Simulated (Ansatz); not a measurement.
The reference is Al in the fcc (Cu type) structure (space group Fm-3m, No. 225; a = 3.9937 Å; relaxed with 0.1 eV smearing). Axes: x, y, z lie along the cube axes.

The values are results of Ansatz (a first-principles code) r2SCAN, no spin-orbit coupling, not measurements.

Now apply this change: every lattice vector is shortened by 1.00 %; the atoms relax in the strained cell.

Question: Predict the stress tensor and what it implies for the stiffness.

Answer: Stress of the strained cell less that of the base (GPa, compression positive):
```
    3.0     0.0     0.0
    0.0     3.0     0.0
    0.0     0.0     3.0
```

Then B = −ΔP/(ΔV/V₀) with ΔV/V₀ = -0.0297 gives secant stiffness values (nonlinear terms included at this strain): B ≈ 100 GPa.

As a check, the harmonic strain energy −½ V₀ Δσ:ε is 4.4 meV/atom; the computed energy rise is 4.3 meV/atom.

No phonon test of stability was made.
